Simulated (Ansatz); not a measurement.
What isotropic strain +5.92 % does to hypothetical Fm-3m WSe2

The reference is WSe2 (space group Fm-3m, No. 225; a = 6.260 Å; ferromagnetic; a hypothetical phase, not in the database extracts checked; relaxed with 0.1 eV smearing).

Now apply this change: every lattice vector is stretched by 5.92 %, atoms relaxed at fixed cell.

Level of theory: r2SCAN (Ansatz, a first-principles code), scalar-relativistic without spin-orbit coupling, earlier PAW set. Settings: 16×16×16 k-points, 0.1 eV Fermi–Dirac smearing.

```tsv
quantity	base	changed	shift
volume per atom	20.44 Å³	24.29 Å³	+3.85 Å³
space group	Fm-3m (No. 225)	Fm-3m (No. 225)	–
energy relative to the base (free energy F)	0 meV/atom	+189 meV/atom	+189 meV/atom
pressure	0.0 GPa	-13.4 GPa	-13.4 GPa
band gap	zero	zero	–
magnetic state	ferromagnetic	ferromagnetic	–
largest site moment	1.41 μB	1.78 μB	+0.37 μB
```

Other magnetic orders, which the real material may have, were not ruled out. Spin-orbit coupling, missing from the scalar runs, can matter with W. Whether these cells are dynamically stable was not tested.
